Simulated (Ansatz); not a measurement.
# A constructed model of the (111) surface of fcc Cu, a pseudomorphic layer of Al in the host's stacking (bottom of the slab: a bare face, its two planes held)

Computed with PBE (plane waves to 420 eV, PAW; Ansatz, a program for electronic structure).

Model: 7-atom slab, 12.7 Å thick at the start with caps and adatoms (thin: gaps and levels are the slab's own), 17x17x1 mesh, Fermi-Dirac 0.1 eV, dipole correction, 2 atoms held, the rest relaxed; symmetry of the start imposed; no spin, no spin-orbit, no U. In PBE it is, or lies within 0.01 eV a 1x1 cell of, the lowest of the 2 structures of its composition computed so far; subsurface sites and larger cells were not tried.

```
Item                                                            Value
-----------------------------  --------------------------------------
work function of the top face                                 3.97 eV
energy released by relaxation                                0.002 eV
cost                           about 80 core-seconds (a rough figure)
```
